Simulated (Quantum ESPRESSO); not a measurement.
σyy against uniaxial strain in fluorite-structure HfO2 (space group 225): C12 (Quantum ESPRESSO, LDA)

```yaml
crystal:
  lattice:
    - [0.00000, 2.49576, 2.49576]
    - [2.45833, 0.00000, 2.49576]
    - [2.45833, 2.49576, 0.00000]
  atoms:
    - { symbol: Hf, position: [0.00000, 0.00000, 0.00000] }
    - { symbol: O, position: [0.25000, 0.25000, 0.25000] }
    - { symbol: O, position: [0.75000, 0.75000, 0.75000] }
```

Method: LDA (PZ), GBRV 1.5 ultrasoft (LDA) pseudopotentials (plane waves; Quantum ESPRESSO 7.5). Settings: ecutwfc = 52 Ry; ecutrho = 416 Ry; occupations = smearing; smearing = fermi-dirac; degauss = 0.000734986 Ry; potentials = {Hf: hf_lda_v1.uspp.F.UPF, O: o_lda_v1.2.uspp.F.UPF}; K_POINTS = automatic 14 14 14 0 0 0; conv_thr = 1e-10 Ry. The cell above is the first row's. The rows stretch one cube axis (x) by the strain ε and hold the other two. Stress is positive in tension. In all rows fractional positions and the k mesh are held.

```
ε (%)  σyy (GPa)
-----  ---------
-1.5       -1.60
-1.0       -0.93
-0.5       -0.28
0.0         0.34
0.5         0.94
1.0         1.51
1.5         2.05
2.0            ?
```

Taking a parabola for σyy over the 7 complete rows: Least squares gives σyy = 0.342 + 1.2179·ε - 0.0519·ε². Residuals (row less fit): 0.002, -0.002, 0.000, -0.002, 0.002, 0.002, -0.002; standard error 0.002 (degrees of freedom: 4). The slope at ε = 0, 1.2179 GPa per cent, gives C12 ≈ 100 × 1.2179 = 122 GPa, for the static lattice.

Question: What does the fit predict for σyy at ε = 2.0, and how far is the calculated value from it?

Answer: σyy = 0.342 + 1.2179 × 2.0 - 0.0519 × 2.0² = 2.570 GPa. The calculation gives 2.57 GPa, which the fit meets to the printed digits. The row lies outside the fitted rows, so this is an extrapolation.

Carrying the step between the two nearest rows on in a straight line would have given 2.59, off by 0.02; series whose last step already gives the withheld value aren't shown. The reference cell has the volume at which an earlier scan in this program and functional put its minimum by a fit. This is a high-temperature phase, held here by symmetry. The runs keep the symmetry of the cell, so they don't test it for distortions. The unstrained cell stands at a pressure of -0.34 GPa, and the constants belong to that pressure. By symmetry this strain leaves no force on the atoms; the largest in the rows is 0.000 eV/Å. Spin-orbit coupling is off. Cutoffs and mesh are single choices, not tested for convergence of this quantity. Series with a scatter that would blur these digits, or in which a gap closes, are not shown. Strain series were run only where this level's volume lies within 10 % of a first guess from the measured size.
